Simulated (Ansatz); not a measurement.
# Number of Sn neighbours of Sn in related cells

A. Sn (grey tin, Fd-3m)
B. Sn (white tin, I4₁/amd)

Plane-wave PAW calculations with Ansatz (a program for electronic structure), its default PAW set. Each column's cells are at rest at that level. Cells are local rest points, mostly with their start's symmetry. Atoms count as bonded under 1.18 times the sum of their covalent radii (1.35 for H and a metal); two metal atoms count in their first shell alone, and not where both have two or more other neighbours. Mixed cases give the mean and the count of atoms with each number.

| system | PBE | r2SCAN (own geometry) |
|---|---|---|
| A | 4 | 4 |
| B | 6 | 6 |

With PBE the value of B exceeds that of A by 2. With r2SCAN (own geometry) the value of B exceeds that of A by 2.
